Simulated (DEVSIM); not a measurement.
**illuminated CdTe p-on-n cell, one wavelength**

System: illuminated CdTe p-on-n cell, one wavelength, at 300 K.

```tsv
layer (left to right)	material	thickness (μm)	Nd (cm⁻³)	Na (cm⁻³)	τn (s)	τp (s)	absorption coefficient (cm⁻¹)
1	CdTe	0.700	-	1.7e18	3.6e-10	1.1e-10	6100
2	CdTe	6.90	1.4e17	-	1.3e-9	1.3e-9	6100
```

Left contact: ohmic, minority electron recombination velocity 4e5 cm/s. Right contact: ohmic, minority hole recombination velocity 6e5 cm/s. Voltage is applied to the left contact. Recombination: SRH at mid-gap, radiative, Auger. Light enters at the left, 9.6e17 photons cm⁻² s⁻¹, one pass, no reflection. Mobility is μmin + (μ − μmin)/(1 + (N/Nref)^α).

Constants are typed, rounded textbook-type inputs, not results; the design itself was drawn at random and stands for no fabricated device. Values at 300 K.

```tsv
parameter	CdTe
gap (eV)	1.5
affinity (eV)	4.28
permittivity	10.2
Nc (cm⁻³)	8e17
Nv (cm⁻³)	1.8e19
μn (cm²/Vs)	1000
μp (cm²/Vs)	80
μn,min	100
μp,min	10
Nref,n	1e17
Nref,p	1e17
αn	0.6
αp	0.6
B (cm³/s)	1e-10
Cn (cm⁶/s)	1e-30
Cp (cm⁶/s)	1e-30
```

Model (solved in DEVSIM): 1D drift-diffusion, Boltzmann statistics, complete ionisation; no tunnelling, impact ionisation, image-force lowering or self-heating.

The potential step across the device at zero bias is 1.394 V. The largest field in the device at zero bias comes out as 250000 V/cm and the dark forward voltage at 1 A/cm² is 1.142 V. The dark forward voltage at 100 A/cm² comes out as 1.281 V and the short-circuit current is 47.1 mA/cm². The open-circuit voltage is 1.037 V, the fill factor is 0.79 and the largest power comes out as 38.7 mW/cm². The share of generated pairs collected at short circuit comes out as 0.309.

Dark forward current:

(V (V), J (A/cm²)): (0.05, 5.0e-11); (0.15, 5.0e-10); (0.25, 3.8e-9); (0.40, 7.4e-8); (0.50, 5.5e-7); (0.60, 4.1e-6); (0.70, 3.0e-5); (0.85, 0.00066); (0.95, 0.0056); (1.05, 0.063); (1.15, 1.3); (1.30, 170); (1.40, 940); (1.50, 2200)

Small-signal capacitance in reverse bias (quasi-static):

| V (V) | C (nF/cm²) |
|---|---|
| -0.04 | 82.3 |
| -0.1 | 80.5 |
| -0.2 | 77.9 |
| -0.3 | 75.5 |
| -0.4 | 73.3 |
| -0.6 | 69.4 |
| -0.8 | 66.1 |
| -1 | 63.2 |
| -1.3 | 59.5 |
| -1.6 | 56.4 |
| -2 | 52.9 |
